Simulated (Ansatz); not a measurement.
Consider Cu-vacancy pair (Cu on one host Mo site, one Mo site vacant) in bcc Mo, neutral cell. The step: Cu and the vacancy change places (Cu-vacancy distance between ideal sites 2.74 Å throughout); the atom moves 2.31 Å along (0.42, 0.42, 0.42) of the unit cell; the moving atom starts with neighbours 2 Mo at 2.70, Mo at 2.73, 3 Mo at 2.80, Mo at 2.96, 2 Mo at 2.99, Mo at 3.01, 2 Mo at 3.26, Mo at 3.32 Å and ends with 2 Mo at 2.70, Mo at 2.73, 3 Mo at 2.80, Mo at 2.96, 2 Mo at 2.99, Mo at 3.01, 2 Mo at 3.26, Mo at 3.32 Å. A PBE band in Ansatz (plane-wave PAW, a 2×2×3 k-point mesh shifted by half a step, 36 host sites, 22 SCF runs with any check of the saddle's order, static, no finite-size correction) gives a forward barrier of 0.34 eV. The saddle point's order was not checked, and it lies on a symmetry element of the cell, where a band can be held. Forms of the defect that were not tried may lie lower.

Single points at the band's start and saddle point can refine it. Rough cost of one point, in units of the band's mean SCF on the same machine:

| Level | Cost of one point |
|---|---|
| PBE, a 3×3×5 k-point mesh shifted by half a step | about 4 |
| r2SCAN at 500 eV, a 2×2×3 k-point mesh shifted by half a step | about 3 |

Which of these move the barrier by more than 0.1 eV, and how far does each move it?

Not one does. PBE, a 3×3×5 k-point mesh shifted by half a step: +0.05 eV; r2SCAN at 500 eV, a 2×2×3 k-point mesh shifted by half a step: +0.07 eV. Each functional is compared with PBE at the same k-points.

Ansatz is a program for electronic structure.
